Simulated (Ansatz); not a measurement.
The starting structures come from a database of crystals and need not be the phases stable at ambient conditions.

Tunnelling through a barrier is set by its complex band structure: the current falls as exp(−2κd) with the smallest κ.

```xyz
6
Lattice="3.6685 0.0000 0.0000 0.0000 11.6526 0.0000 1.8342 0.0000 3.1770" Properties=species:S:1:pos:R:3 pbc="T T T"
Sn     1.8342     4.3688     1.0590
Sn     3.6685    10.1951     2.1180
S      3.6685     2.8912     2.1180
S      1.8342     8.7175     1.0590
S      0.0000    11.6754     0.0000
S      0.0000     5.8491     0.0000
```

Space group of this cell: P6_3mc. The cell was relaxed by PBE-D3(BJ); by PBEsol its mean pressure is -0.6 GPa.

Transport runs along the normal of the first two printed cell vectors, the (100) plane of the conventional cell.

The gap is the functional's own, uncorrected, and κ follows it; spin-orbit coupling is left out. Mid-gap values are interpolated between the computed energies.

### Question
Estimate the band gap and the smallest decay constant κ at mid-gap that PBEsol run with Ansatz (a quantum-chemistry and plane-wave program) returns for this system.

### Answer
Gap 0.98 eV on a 10×4×10 mesh; κ = 0.163 1/Å, at the zone centre.
